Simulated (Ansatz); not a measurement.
The parent structure is BN in the h-BN type structure (space group P6_3/mmc, No. 194; a = 2.500 Å, c = 6.413 Å; layered, stacked along the Cartesian z axis).

Levels (all Ansatz, a first-principles code, PAW, earlier PAW set): PBEsol-D3(BJ) (420 eV, scalar-relativistic without spin-orbit coupling); r2SCAN (500 eV, no SOC).

Its gap is 4.08 eV with PBEsol-D3(BJ) and 4.75 eV with r2SCAN.

It is then changed as follows: a hydrostatic pressure of 18 GPa.

With PBEsol-D3(BJ) the gap becomes 3.79 eV.

**Question.** If the r2SCAN correction stayed the same, what would the r2SCAN gap be, and what does the r2SCAN run give?

**Answer.** A rigid correction of +0.67 eV gives 4.46 eV. The r2SCAN run gives 4.54 eV, so the correction itself changes by +0.08 eV.

Single points use the geometry relaxed with PBEsol-D3(BJ). From pressure 18 GPa on, the axis ratios lie over 15 % from the base's, so the cell there is far from its starting form. Load acts through the strain it causes; cell and atoms are relaxed under it. Stability against distortions was not tested. No other phases were tried under pressure.
